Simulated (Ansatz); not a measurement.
The reference is NbP in the CsCl type structure (space group Pm-3m, No. 221; a = 3.0793 Å; a hypothetical phase, not in the database extracts checked; relaxed with 0.1 eV smearing). Axes: x, y, z lie along the cube axes.

Level of theory: PBEsol in Ansatz (plane waves to 420 eV, PAW, no spin-orbit coupling).

Base values:

The pressure comes out as 0.0 GPa.

Now apply this change: compressive biaxial strain of 2.78 % in the plane normal to [001], as in epitaxy on a mismatched substrate; the out-of-plane cell vector and the atoms relax.

Problem. Predict the new pressure.

Solution. The pressure (mean of the normal stresses, compression positive) goes from zero to 8.5 GPa.

Problem. Estimate the effect on the ratio −ε⊥/ε∥.

Solution. The ratio −ε⊥/ε∥ amounts to 0.68.

Whether these cells are dynamically stable was not tested. The final runs are not spin-polarised.

Ansatz is a quantum-chemistry and plane-wave program.
